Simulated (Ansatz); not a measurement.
Base system: Bi₂Te₃ in the Bi2Te3 type structure (space group R-3m, No. 166; a = 4.315 Å, c = 29.619 Å (hexagonal axes)). Axes: x lies along a and z along c of the hexagonal cell.

Level of theory: DFT with PBEsol-D3(BJ), PAW potentials and a 420 eV plane-wave cutoff in Ansatz (an electronic-structure program), spin-orbit coupling left out.

The change: the cell is compressed by 0.84 % along x with no lateral relaxation, atoms relaxed at fixed cell.

Question: Predict the stress tensor and what it implies for the stiffness.

Answer: Stress of the strained cell less that of the base (GPa, compression positive):
```
   0.74    0.00    0.00
   0.00    0.18   -0.22
   0.00   -0.22    0.32
```

Then −Δσ_ii/ε with ε = -0.0084 gives relaxed-ion elastic constants: C11 ≈ 88 GPa and C13 ≈ 39 GPa.

Whether these cells are dynamically stable was not tested.
